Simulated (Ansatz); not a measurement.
A periodic model of amorphous In₉Ga₉Zn₉O₃₉Al₂:

```
CELL_PARAMETERS angstrom
      9.47497     0.08620    -0.14201
      0.08620     9.48465     0.17919
     -0.14201     0.17919     9.47395
ATOMIC_POSITIONS crystal
  In 0.24047 0.37638 0.24489
  In 0.21542 0.74322 0.97446
  In 0.68184 0.11824 0.29721
  In 0.35499 0.10158 0.09872
  In 0.84023 0.51806 0.40964
  In 0.18024 0.02369 0.73510
  In 0.42162 0.17589 0.52833
  In 0.89592 0.82790 0.83660
  In 0.91265 0.84985 0.18808
  Ga 0.56293 0.27512 0.85119
  Ga 0.67404 0.65761 0.65156
  Ga 0.75434 0.37705 0.09222
  Ga 0.45590 0.53258 0.02559
  Ga 0.85613 0.88135 0.50767
  Ga 0.49351 0.86253 0.84229
  Ga 0.80107 0.16890 0.64220
  Ga 0.99546 0.18135 0.02207
  Ga 0.27359 0.73437 0.31301
  Zn 0.46088 0.83540 0.52117
  Zn 0.10278 0.05372 0.35381
  Zn 0.11047 0.67551 0.60774
  Zn 0.00561 0.54600 0.13865
  Zn 0.36270 0.53947 0.66593
  Zn 0.09720 0.33442 0.53509
  Zn 0.53934 0.44969 0.37340
  Zn 0.93442 0.44549 0.77678
  Zn 0.23742 0.36286 0.86038
  O  0.13837 0.17226 0.17469
  O  0.68168 0.92828 0.15340
  O  0.79197 0.18197 0.10111
  O  0.49361 0.74267 0.01198
  O  0.64838 0.14952 0.51700
  O  0.91674 0.99898 0.65607
  O  0.94894 0.70881 0.48241
  O  0.18260 0.14117 0.52511
  O  0.11163 0.19810 0.85936
  O  0.88917 0.00726 0.35446
  O  0.40035 0.98009 0.66564
  O  0.99700 0.71869 0.02321
  O  0.28989 0.68789 0.50727
  O  0.13533 0.87388 0.26356
  O  0.51521 0.56848 0.20834
  O  0.03443 0.43333 0.32760
  O  0.67622 0.82406 0.53606
  O  0.61607 0.43380 0.95595
  O  0.92002 0.99424 0.99092
  O  0.30415 0.94675 0.93842
  O  0.65590 0.51162 0.53098
  O  0.53392 0.11885 0.97222
  O  0.49574 0.70186 0.71574
  O  0.41781 0.32315 0.72366
  O  0.93847 0.39528 0.00336
  O  0.11376 0.81043 0.76545
  O  0.13532 0.47322 0.68204
  O  0.34521 0.33792 0.05745
  O  0.68479 0.90902 0.85472
  O  0.35577 0.37986 0.43603
  O  0.22187 0.60332 0.17507
  O  0.45183 0.81957 0.30849
  O  0.30890 0.56155 0.88651
  O  0.71941 0.36094 0.28593
  O  0.89888 0.33515 0.59947
  O  0.45400 0.13368 0.29735
  O  0.74293 0.19811 0.82308
  O  0.83139 0.62803 0.76805
  O  0.77868 0.67073 0.22972
  Al 0.58747 0.75264 0.18837
  Al 0.71694 0.04397 0.98323
```

Methods: PBE, scalar-relativistic without spin-orbit coupling (Ansatz, a program for electronic structure); r2SCAN, scalar-relativistic without spin-orbit coupling (Ansatz); HSE06, scalar-relativistic without spin-orbit coupling (Ansatz). Neutral PBE cell, which sets geometry, pressure and energy: sampling: a 2×2×2 Γ-centred mesh; Fermi-Dirac width 0.02 eV; no spin polarisation. Exact exchange is cut at the faces of this 9 Å cell, which leaves hybrid gaps a finite-size error.

The cell was made by melting and quenching with the CHGNet potential and then relaxed with DFT. O atoms were pushed apart under 1.9 Å during the dynamics, to hinder bonds among them. The hot cell started wider than the set density and was brought back towards it in steps. It is the lowest in DFT energy of 2 quenches. It is a model cell: composition and starting density were chosen by hand, and all elements were melted together. No dispersion term was used. Its density started from a set value of 5.71 and ended at 5.71 g/cm³. The simulated quench (nominally 260 K/ps over its main leg) is rapid and tends to freeze in more defects than a deposited or slowly cooled glass has. A cell of this size samples the disorder only roughly. The volume was held where the preparation left it and the shape relaxed.

**Question.** Give the pressure and the spacing of the highest filled and lowest empty levels.

**Answer.** 
```yaml
Pressure on a 2×2×2 Γ-centred mesh: -0.91 GPa
Largest force and stress component on that mesh (the relaxation ran on the zone centre alone): 0.07 eV/Å and 1.0 GPa
Level gap on a 2×2×2 Γ-centred mesh (PBE): 0.57 eV
Level gap at the zone centre (PBE): 0.56 eV
Level gap at the zone centre (r2SCAN): 1.04 eV
Level gap at the zone centre (HSE06): 2.12 eV
Distance between the nearest levels spread over more than a fifth of the atoms or a third of the atoms of their main element (six at least) (PBE, zone centre): 0.85 eV
```

**Question.** At PBE and the zone centre, how localised are the states just below and above the Fermi level (participation number: the atoms over which a state spreads)?

**Answer.** The highest filled state is spread over 5.1 atoms' worth, largest on O42, with weights by element (charge in smoothed Voronoi cells) O 0.92, Zn 0.04, Ga 0.02. The lowest empty state is spread over 59.1 atoms' worth, largest on In6, with weights by element (charge in smoothed Voronoi cells) O 0.49, In 0.22, Zn 0.15.

At PBE the levels at the filled edge of the gap are localised (band-tail or defect states), and the nearest spread-out levels lie 0.9 eV apart at the zone centre.

Cut-offs for bonds: In-In 3.12 Å, In-Ga 2.90 Å, In-Zn 2.90 Å, In-O 2.78 Å, In-Al 2.89 Å, Ga-Ga 2.68 Å, Ga-Zn 2.68 Å, Ga-O 2.34 Å, Ga-Al 2.67 Å, Zn-Zn 2.68 Å, Zn-O 2.42 Å, Zn-Al 2.67 Å, O-O 1.58 Å, O-Al 2.24 Å, Al-Al 2.66 Å. Two cations that share two anions don't count as bonded, nor two that share one unless they lie closer than In-In 3.04 Å, In-Ga 2.82 Å, In-Zn 2.82 Å, In-Al 2.81 Å, Ga-Ga 2.61 Å, Ga-Zn 2.61 Å, Ga-Al 2.60 Å, Zn-Zn 2.61 Å, Zn-Al 2.60 Å, Al-Al 2.59 Å.

Added carriers, by PBE, scalar-relativistic without spin-orbit coupling (Ansatz) on the zone centre alone. Charged cells keep the cell fixed and stand in a uniform background, with no image correction, at a width of 0.01 eV; where the count is odd the moment is locked at 1 μB, unless the neutral cell bore moments. Each starts from the undistorted neutral geometry alone. PBE's self-interaction favours spread-out carriers, so it can miss traps that a hybrid finds.

**Question.** What happens at PBE when the cell takes an extra electron and the atoms relax?

**Answer.** Relaxation lowers the charged cell by 0.01 eV. The largest moves are O57 0.01 Å, O36 0.01 Å, Ga12 0.01 Å, O31 0.01 Å. The level that holds the added charge spreads over 59.1 atoms' worth, most on In6 (weight 0.03): a carrier spread over the cell. No bond crosses its cut-off with a change of over 0.15 Å (metal-metal contacts aside). Made neutral again at that geometry, the cell lies +0.01 eV from the neutral start (a closed shell was imposed there, with levels 0.52 eV apart, so this is an upper bound).

**Question.** What happens at PBE when the cell takes a hole and the atoms relax?

**Answer.** Relaxation lowers the charged cell by 0.22 eV. The largest moves are O63 0.29 Å, O31 0.14 Å, O57 0.12 Å, Al67 0.12 Å. The level that was emptied spreads over 5.0 atoms' worth, most on O42 (weight 0.30): a localised (trapped) carrier, which neighbours of that atom can share. Bonds broken: In2-O31. Made neutral again at that geometry, the cell lies +0.39 eV from the neutral start (a closed shell was imposed there, with levels 0.07 eV apart, so this is an upper bound).
